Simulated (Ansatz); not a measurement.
Band structure of Te (P3_121, 3 atoms in the cell).

```xyz
3
Lattice="2.2572 -3.9096 0.0000 2.2572 3.9096 0.0000 0.0000 0.0000 6.0023" Properties=species:S:1:pos:R:3 pbc="T T T"
Te     0.5936     1.0282     4.0016
Te     3.3271     0.0000     0.0000
Te     0.5936    -1.0282     2.0008
```

Method: PBE (plane waves, PAW; Ansatz, an electronic-structure program).

Settings: kpoints.mp_grid.grid = 5 5 3; hamiltonian.xc = pbe; hamiltonian.pseudopotentials = {kind: paw} (the program's default PAW files); scf.occupations.method = fermi_dirac; scf.occupations.width = 0.05 eV; kpoints.band_path.npoints = 8.

The starting cell has typed, rounded lattice constants, without a prior relaxation at this level. Its lattice was rescaled by a random factor within 2.5 % of one. Spin-orbit coupling is off.

Problem. Predict the gap along the standard path and the places of the band edges.

Solution. The gap along the path is 0.18 eV, from a point between L and H to H; the smallest direct gap on it is 0.19 eV.

Levels in eV from the top of the valence band on the path, bands 21 to 28:
| point | 21 | 22 | 23 | 24 | 25 | 26 | 27 | 28 |
|---|---|---|---|---|---|---|---|---|
| Γ | -2.72 | -1.54 | -1.54 | -0.67 | 1.02 | 1.02 | 1.65 | 5.08 |
| M | -3.34 | -3.27 | -1.03 | -0.79 | 0.94 | 1.05 | 3.22 | 3.58 |
| K | -2.88 | -2.88 | -2.75 | -2.44 | 2.78 | 2.78 | 3.10 | 4.97 |
| A | -2.53 | -1.23 | -0.98 | -0.98 | 0.59 | 0.63 | 0.63 | 4.21 |
| L | -3.50 | -2.23 | -1.91 | -0.20 | 0.80 | 1.90 | 2.51 | 4.66 |
| H | -4.72 | -0.96 | -0.01 | -0.01 | 0.18 | 1.45 | 1.45 | 5.95 |

Keys are those of Ansatz 0.2.
